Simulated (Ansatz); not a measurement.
The parent structure is a 24-atom supercell of BAs in the zinc blende structure (space group F-43m, No. 216; a = 4.809 Å) at its relaxed geometry.

(Cell as relaxed with PBE.)

Levels (all Ansatz, a program for electronic structure, PAW, earlier PAW set): PBE (420 eV, no spin-orbit coupling); PBEsol (420 eV, scalar-relativistic without spin-orbit coupling).

Each level relaxes its own structure.

Now apply this change: one H atom is added in an open site, starting 2.08 Å from the nearest host atom, atoms relaxed at fixed cell, starting from a slightly rattled geometry.

```json
[
 {"quantity": "gap of the supercell", "PBE": "zero", "PBEsol": "___"},
 {"quantity": "largest displacement of a host atom from its site in the perfect cell", "PBE": "0.02 Å", "PBEsol": "___"},
 {"quantity": "total moment of the cell", "PBE": "1.0 μB", "PBEsol": "___"},
 {"quantity": "pressure", "PBE": "1.1 GPa", "PBEsol": "___"}
]
```

Predict the PBEsol column.


- gap of the supercell, PBEsol: zero
- largest displacement of a host atom from its site in the perfect cell, PBEsol: 0.02 Å
- total moment of the cell, PBEsol: 1.0 μB
- pressure, PBEsol: 1.2 GPa

The two agree on the gap of the supercell, largest displacement of a host atom from its site in the perfect cell and total moment of the cell. Neither level is exact; PBEsol is the comparison here, not a measurement.

The magnetic state is the one reached from the starting moments; the real material's order can differ, and small cells can't hold many antiferromagnetic ones. In so small a cell the defect repeats every few ångströms: this is an ordered compound, not a dilute defect. The mesh was chosen for an insulator and is coarse for the gapless case.
